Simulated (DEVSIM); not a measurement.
Device: abrupt Si n-p junction, at 300 K.

```tsv
layer (left to right)	material	thickness (μm)	Nd (cm⁻³)	Na (cm⁻³)	τn (s)	τp (s)
1	Si	85.0	1e16	-	0.00033	0.00033
2	Si	4.40	-	3.2e17	0.00033	0.00033
```

Left contact: ohmic. Right contact: ohmic. Voltage is applied to the left contact. Recombination: SRH at mid-gap, radiative. Mobility is μmin + (μ − μmin)/(1 + (N/Nref)^α).

Constants are typed, rounded textbook-type inputs, not results; the design itself was drawn at random and stands for no fabricated device. Values at 300 K.

| parameter | Si |
|---|---|
| gap (eV) | 1.124 |
| affinity (eV) | 4.05 |
| permittivity | 11.7 |
| Nc (cm⁻³) | 2.86e19 |
| Nv (cm⁻³) | 3.1e19 |
| μn (cm²/Vs) | 1417 |
| μp (cm²/Vs) | 470 |
| μn,min | 52 |
| μp,min | 45 |
| Nref,n | 9.7e16 |
| Nref,p | 2.2e17 |
| αn | 0.68 |
| αp | 0.72 |
| B (cm³/s) | 4.7e-15 |

Model (solved in DEVSIM): 1D drift-diffusion, Boltzmann statistics, complete ionisation; no tunnelling, impact ionisation, image-force lowering or self-heating.

**Question.** Give the small-signal capacitance in reverse bias (quasi-static).

**Answer.** 
```csv
V (V),C (nF/cm²)
0.2,29.3
0.5,25.4
1,21.5
1.5,18.9
2,17.1
3,14.7
4,13.0
5,11.8
6.5,10.5
8,9.59
10,8.65
```
